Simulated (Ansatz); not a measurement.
Consider SnO in the litharge type structure (space group P4/nmm, No. 129; layered, stacked along the Cartesian z axis).

```
CELL_PARAMETERS angstrom
      3.79274     0.00000     0.00000
      0.00000     3.79274     0.00000
      0.00000     0.00000     4.76440
ATOMIC_POSITIONS crystal
  Sn 0.50000 0.00000 0.24062
  Sn 0.00000 0.50000 0.75938
  O  0.00000 0.00000 0.00000
  O  0.50000 0.50000 0.00000
```

Cartesian axes are those of the cell as printed.

The values are results of r2SCAN+rVV10 (Ansatz, an electronic-structure program; PAW; 500 eV plane waves; no SOC), earlier PAW set, not measurements.

Strains are applied to the cell and any free atomic positions relax.

One change was made to it. Results:

The energy hardly moves; the pressure (mean of the normal stresses, compression positive) hardly moves (0.0 GPa against 0.1 GPa); the band gap remains zero.

Task: What was done to the base?
A) strain tensor (xx, yy, zz, yz, xz, xy) = (−2.28, +0.55, +0.31, −0.16, −1.07, +0.88) %
B) uniaxial strain ε_xx = −0.20 %
C) isotropic strain −0.80 %
D) isotropic strain −5.80 %
E) isotropic strain −0.62 %

Result: B, uniaxial strain ε_xx = −0.20 %. For comparison, the pressure in the other runs: strain tensor (xx, yy, zz, yz, xz, xy) = (−2.28, +0.55, +0.31, −0.16, −1.07, +0.88) % gives 1.2 GPa; isotropic strain −0.80 % gives 1.3 GPa; isotropic strain −5.80 % gives 14.1 GPa; isotropic strain −0.62 % gives 1.0 GPa.

A case with no gap was solved on a k-mesh chosen for an insulator, which is coarse for it. Whether these cells are dynamically stable was not tested. All final runs are without spin polarisation. The zero or small gap of SnO can change with the level of theory.
